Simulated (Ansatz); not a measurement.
## What pressure 4.5 GPa does to hypothetical rutile WSe2

Start from WSe₂ in the rutile structure (space group P4_2/mnm, No. 136; a = 6.1507 Å, c = 3.3109 Å; a hypothetical phase, not in the database extracts checked).

Perturbation: cell and atoms relaxed at a pressure of 4.5 GPa.

Level of theory: DFT with PBEsol, PAW potentials and a 420 eV plane-wave cutoff in Ansatz (an electronic-structure program), without spin-orbit coupling, earlier PAW set. Γ-centred 8×8×14 mesh, Fermi–Dirac width 0.05 eV.

```tsv
quantity	base	changed	shift
volume per atom	20.88 Å³	20.18 Å³	-0.70 Å³
density	9.06 g/cm³	9.37 g/cm³	+0.31 g/cm³
lattice parameter a	6.151 Å	6.101 Å	-0.0494 Å
c/a ratio	0.538	0.533	-0.005
shortest interatomic distance	2.476 Å	2.443 Å	-0.033 Å
enthalpy H = E + PV relative to the base's energy	–	+0.58 eV/atom	–
band gap	zero	zero	–
```

Load acts through the strain it causes; cell and atoms are relaxed under it. Whether these cells are dynamically stable was not tested. All final runs are without spin polarisation. WSe2 has a high density of states at the Fermi level and may be magnetic at this level.
